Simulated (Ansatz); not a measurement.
The reference is TiSi2 (space group Fddd, No. 70; a = 4.760 Å, b = 8.180 Å, c = 8.500 Å).

Method: Ansatz (an electronic-structure program), PBEsol, PAW, cutoff 420 eV, no SOC.

One change was made to it. Results:

The density rises by 3.467 g/cm³ (4.18 g/cm³ → 7.64 g/cm³); the band gap stays zero; the shortest interatomic distance decreases by 0.0523 Å to 2.464 Å.

Task: Which change produced these results?
A. Si → Ni
B. Si → Mg
C. Si → Ge

Result: A, Si → Ni. For comparison, the density in the other runs: Si → Mg gives 2.68 g/cm³; Si → Ge gives 6.90 g/cm³.

No phonon test of stability was made. As relaxed here, TiNi2 and Mg2Ti are hypothetical phases, not in the database extracts checked. Seeded moments were not kept for Si → Ni. All final runs are without spin polarisation. Mg2Ti has a high density of states at the Fermi level and may be magnetic at this level.
